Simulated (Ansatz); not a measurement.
Take HgTe in the zinc blende structure (space group F-43m, No. 216; a = 6.435 Å) as the base. Axes: x, y, z lie along the cube axes.

All numbers come from LDA, PAW, 420 eV (Ansatz, a first-principles code; no spin-orbit coupling).

For the base:

- Volume per atom = 33.31 Å³
- Pressure = 0.0 GPa

The change: tensile biaxial strain of 1.50 % in the plane normal to [001], as in epitaxy on a mismatched substrate; the out-of-plane cell vector and the atoms relax.

### Question
Estimate the effect on the energy relative to the base.

### Answer
The energy grows by 1.8 meV/atom.

### Question
What does the calculation give for the volume per atom after the change?

### Answer
The volume per atom grows by 0.26 Å³, from 33.31 Å³ to 33.57 Å³.

### Question
Estimate the effect on the pressure.

### Answer
The pressure (mean of the normal stresses, compression positive) goes from zero to -0.4 GPa.

Stability against distortions was not tested. The final runs are not spin-polarised.
